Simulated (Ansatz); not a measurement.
The cell is built on a prototype and need not be the phase stable at ambient conditions.

Tunnelling through a barrier is set by its complex band structure: the current falls as exp(−2κd) with the smallest κ.

Input:

```yaml
crystal:
  lattice:
    - [10.28467, 0.00000, 0.00000]
    - [0.00000, 5.62248, 0.00000]
    - [0.00000, 2.81124, 1.62307]
  atoms:
    - { symbol: P, position: [0.93937, 0.66667, 0.00000] }
    - { symbol: P, position: [0.43937, 0.33333, 0.00000] }
    - { symbol: P, position: [0.06063, 0.33333, 0.00000] }
    - { symbol: P, position: [0.56063, 0.66667, 0.00000] }
```

Space group of this cell: P6_3/mmc. The cell was relaxed by PBE-D3(BJ); by r2SCAN its mean pressure is 0.9 GPa.

Transport runs along the normal of the first two printed cell vectors.

No gap correction and no spin-orbit coupling; mid-gap values are interpolated between computed energies.

Question: Predict the band gap and the smallest decay constant κ at mid-gap from r2SCAN run with Ansatz (a quantum-chemistry and plane-wave program).

Answer: Gap 1.15 eV on a 4×18×18 mesh; κ = 0.132 1/Å, at (0.000, 0.333) of the in-plane reciprocal vectors. At the zone centre, at the nearest computed energy, the slowest state has κ = 0.14 1/Å.
